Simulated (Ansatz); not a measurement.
Cells marked so need not be the phases stable at ambient conditions, and some may be hypothetical.

No gap correction and no spin-orbit coupling; mid-gap values are interpolated between computed energies.

A. RbAlF$_{4}$ (P4/mmm, not sure to be the ambient phase, 6 atoms a cell, 13.9 Å³ an atom), along the normal of (110)
B. N2 (P6_3/mmc, not sure to be the ambient phase, 4 atoms a cell, 23.4 Å³ an atom), along the normal of (100)
C. SnF$_{4}$ (I4/mmm, not sure to be the ambient phase, 5 atoms a cell, 14.0 Å³ an atom, -5 GPa at this level), along the normal of (110)

### Question
Rank these by mid-gap decay constant of the slowest evanescent state (highest first), as r2SCAN (Ansatz, an electronic-structure program) gives it.

### Answer
B (0.94 1/Å), A (0.54 1/Å), C (0.45 1/Å)
